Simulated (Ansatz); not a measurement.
Start from Cu3N (space group Pm-3m, No. 221; a = 3.827 Å). Axes: x, y, z lie along the cube axes.

Calculations: DFT with PBE, PAW potentials and a 420 eV plane-wave cutoff in Ansatz (a quantum-chemistry and plane-wave program), no SOC.

Strains are applied to the cell and any free atomic positions relax; under biaxial strain the out-of-plane vector relaxes too.

One change was made to it. Results:

| quantity | base | after |
|---|---|---|
| energy relative to the base (free energy F) | 0 meV/atom | +1.8 meV/atom |
| hole mass | – | 0.13 mₑ out of plane, 0.27 mₑ in plane (at R) |

Task: Which change produced these results?
(A) biaxial strain +0.50 %, plane normal [111], relaxed out of plane
(B) biaxial strain +1.50 %, plane normal [111], relaxed out of plane
(C) biaxial strain +2.50 %, plane normal [111], relaxed out of plane
(D) biaxial strain +2.00 %, plane normal [111], relaxed out of plane

Result: B, biaxial strain +1.50 %, plane normal [111], relaxed out of plane. For comparison, the energy relative to the base in the other runs: biaxial strain +2.00 %, plane normal [111], relaxed out of plane gives +3.1 meV/atom; biaxial strain +2.50 %, plane normal [111], relaxed out of plane gives +4.8 meV/atom; biaxial strain +0.50 %, plane normal [111], relaxed out of plane gives +0.2 meV/atom.

The levels and masses belong to the bands next to the band gap. Effective masses come from finite differences of ±0.01 Å⁻¹. Stability against distortions was not tested. The final runs are not spin-polarised.
